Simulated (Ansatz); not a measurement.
A self-consistent single point of CaCu₄As₂ (R3m, 7 atoms in the cell) with Ansatz (a quantum-chemistry and plane-wave program).

Level of theory: LDA (PW92), default PAW files made with PBE (plane waves; Ansatz).

```
Ca(Cu2As)2
1.0
    2.07008     1.19516     7.59123
   -2.07008     1.19516     7.59123
    0.00000    -2.39032     7.59123
Ca Cu As
1 4 2
Direct
  0.00220   0.00220   0.00220
  0.14454   0.14454   0.14454
  0.85546   0.85546   0.85546
  0.56134   0.56134   0.56134
  0.43866   0.43866   0.43866
  0.25217   0.25217   0.25217
  0.74783   0.74783   0.74783
```

Reference input (self-consistent single point, DFT, LDA (PW92), plane waves, default PAW files made with PBE): basis.ecutwfc = 420 eV; kpoints.mp_grid.grid = 6 6 6; hamiltonian.xc = lda; hamiltonian.pseudopotentials = {kind: paw} (the program's default PAW files); scf.occupations.method = gaussian; scf.occupations.width = 0.1 eV. This run's input differs from it in these lines:

Ansatz 0.2 input:
```diff
@@ -16,3 +16,3 @@
 kpoints:
-  mp_grid: { grid: [6, 6, 6] }
+  mp_grid: { grid: [7, 7, 7] }
 hamiltonian:
```

Log, with long lists cut:

```
SCF iter   1: F=—  HF=-37545.282855 eV  |F-HF|=—  |Δ(HF+E_count)|=         —  Δρ=1.09e-2  dr2=1.25e-1  ethr=1.77e-3  ⟨swp⟩=6.3  Hψ=11955  notcnv=0  defer=40
all-band conjugate gradients solve this SCF's bands
preconditioner: auto → LDOS
SCF iter   2: F=—  HF=-37545.412034 eV  |F-HF|=—  |Δ(HF+E_count)|=   1.29e-1  Δρ=2.84e-2  dr2=5.42e-1  ethr=1.07e-4  ⟨swp⟩=2.1  Hψ=6447  notcnv=0  defer=200
   [... lines left out ...]
SCF iter   7: F=—  HF=-37545.254777 eV  |F-HF|=—  |Δ(HF+E_count)|=   9.98e-8  Δρ=1.46e-4  dr2=1.59e-5  ethr=3.91e-8  ⟨swp⟩=2.0  Hψ=5154  notcnv=0  defer=199
SCF iter   8: F=—  HF=-37545.254774 eV  |F-HF|=—  |Δ(HF+E_count)|=   2.72e-6  Δρ=2.65e-5  dr2=5.61e-7  ethr=1.37e-8  ⟨swp⟩=2.0  Hψ=3873  notcnv=0  defer=199
SCF iter   9: F=—  HF=-37545.254774 eV  |F-HF|=—  |Δ(HF+E_count)|=   3.30e-8  Δρ=1.18e-5  dr2=1.14e-7  ethr=8.62e-11  ⟨swp⟩=8.8  Hψ=14178  notcnv=0
SCF iter  10: F=-37545.254774 eV  HF=-37545.254774 eV  |F-HF|=4.92e-8  |Δ(HF+E_count)|=   5.70e-9  Δρ=8.02e-6  dr2=4.65e-8  ethr=8.62e-11  ⟨swp⟩=4.1  Hψ=9779  notcnv=0
SCF 1 converged in 10 iterations: F = -37545.254774 eV  dr2 = 4.65e-8
Free energy (F): -37545.254774 eV
Internal energy: -37545.247829 eV  (E = F + TS)
E sigma→0 (E₀):  -37545.251302 eV
Entropy (-TS):   -0.006944 eV (-0.992 meV/atom)
Fermi energy:    13.014367 eV
--- Forces (eV/Å), atoms counted from 1 ---
  atom   1  Ca     0.00000000    -0.00000000    -0.18968561
  atom   2  Cu    -0.00000000     0.00000000     0.16813863
  atom   3  Cu     0.00000000    -0.00000000    -0.10349811
  atom   4  Cu     0.00000000    -0.00000000    -0.04886007
  atom   5  Cu     0.00000000     0.00000000     0.09408833
  atom   6  As     0.00000000    -0.00000000    -0.18647656
  atom   7  As     0.00000000     0.00000001     0.26629900
--- Stress (GPa, compression-positive) ---
       -7.786715       0.000000       0.000000
        0.000000      -7.786715       0.000000
        0.000000       0.000000      -6.701960
  P = ⅓ Tr σ = -7.4251 GPa (-74.251 kbar)
  The stress holds the Pulay correction. Without it, at fixed plane waves, as pw.x and ABINIT print it: P = -7.4831 GPa
```

The run converged in 10 iterations. Against the reference run the free energy goes down by 3.6 meV/atom, the pressure moves little (-7.48 to -7.43 GPa) and the largest force goes from 0.239 to 0.266 eV/Å.

The starting cell comes from a database of computed structures (which also holds hypothetical and non-ambient phases and stackings), without a prior relaxation at this level. Its lattice was rescaled by up to half a per cent. One atom was moved a little off its site on purpose. Spin polarisation is off. With a pressure of about -7 GPa the cell is away from its equilibrium volume at this level. Ansatz's pressure includes its estimate of the finite-basis (Pulay) stress. The run gives no clean gap (levels at the Fermi energy touch, overlap or are partly filled at this smearing), which alone does not show that the compound is a metal.

Cost on one core of a shared machine: roughly 40 s.
